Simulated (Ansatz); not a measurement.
# A computed series for ZrB2: pressure series

The parent structure is ZrB2 (space group P6/mmm, No. 191).

```
CELL_PARAMETERS angstrom
      3.17143     0.00000     0.00000
     -1.58571     2.74654     0.00000
      0.00000     0.00000     3.54132
ATOMIC_POSITIONS crystal
  Zr 0.00000 0.00000 0.00000
  B  0.33333 0.66667 0.50000
  B  0.66667 0.33333 0.50000
```

Cell and atoms are relaxed at each pressure.

All numbers come from Ansatz (a quantum-chemistry and plane-wave program) PBE, no SOC.

```tsv
change	density	c/a ratio
base	6.07 g/cm³	1.117
pressure −2 GPa	6.02 g/cm³	1.117
pressure −1 GPa	6.05 g/cm³	1.117
pressure 3 GPa	6.15 g/cm³	1.116
pressure 7 GPa	6.25 g/cm³	1.115
pressure 15 GPa	6.43 g/cm³	1.113
pressure 30 GPa	[?]	[?]
pressure 50 GPa	7.09 g/cm³	1.109
pressure 75 GPa	7.49 g/cm³	1.108
pressure 100 GPa	7.84 g/cm³	1.108
```

Complete the table.


- pressure 30 GPa, density: 6.73 g/cm³
- pressure 30 GPa, c/a ratio: 1.111

Load acts through the strain it causes; cell and atoms are relaxed under it. Stability against distortions was not tested. No other phases were tried under pressure. All final runs are without spin polarisation.
